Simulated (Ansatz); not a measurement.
System: HfPbO₃ (Pm-3m, No. 221, 5 atoms in the cell; start mp-22535). Method: HSE06 (Ansatz, a quantum-chemistry and plane-wave program, PAW).

Numerical settings: plane-wave cutoff 520 eV, 6×6×6 k mesh, scalar-relativistic PAW data made under PBE.

Cell (relaxed at this level):

```
HfPbO3
1.0
    4.13237     0.00000     0.00000
    0.00000     4.13237     0.00000
    0.00000     0.00000     4.13237
Hf Pb O
1 1 3
Direct
  0.50000   0.50000   0.50000
  0.00000   0.00000   0.00000
  0.00000   0.50000   0.50000
  0.50000   0.00000   0.50000
  0.50000   0.50000   0.00000
```

Give the computed Voigt–Reuss–Hill bulk modulus, polycrystal shear modulus (Hill average), Young modulus and Poisson ratio.


* **Voigt–Reuss–Hill bulk modulus**: 178 GPa
* **polycrystal shear modulus (Hill average)**: 94.2 GPa
* **Young modulus**: 240 GPa
* **Poisson ratio**: 0.275

Note: the relaxation could not lower the start's symmetry, so the cell can be a saddle point above a distorted one.

Elastic constants are with the ions relaxed.

Spin–orbit coupling is not included; it can shift volumes and moduli of such heavy elements.

Computed values are for the static lattice.

Computing time: very roughly 80 core-minutes.

A start named mp-… is a Materials Project structure, which need not be a measured phase.
